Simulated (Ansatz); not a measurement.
Take TaN in the rock salt structure (space group Fm-3m, No. 225; a = 4.375 Å; relaxed with 0.1 eV smearing) as the base. Axes: x, y, z lie along the cube axes.

The values are results of Ansatz (a first-principles code), PBEsol, PAW, cutoff 420 eV, no spin-orbit coupling, earlier PAW set, not measurements.

Strains are applied to the cell and any free atomic positions relax; under biaxial strain the out-of-plane vector relaxes too.

One change was made to it. Results:

The energy increases by 13 meV/atom; the shortest interatomic distance remains 4.134 bohr.

Q: What was done to the base?
(A) tensor shear ε_xz = +2.32 %
(B) tensor shear ε_xz = −3.86 %
(C) biaxial strain −4.05 %, plane normal [001], relaxed out of plane
(D) uniaxial strain ε_zz = −2.58 %

A: B, tensor shear ε_xz = −3.86 %. For comparison, the energy relative to the base in the other runs: uniaxial strain ε_zz = −2.58 % gives +19 meV/atom; tensor shear ε_xz = +2.32 % gives +5.0 meV/atom; biaxial strain −4.05 %, plane normal [001], relaxed out of plane gives +108 meV/atom.

Whether these cells are dynamically stable was not tested. The final runs are not spin-polarised. This is not the structure that TaN has at room temperature and ambient pressure.
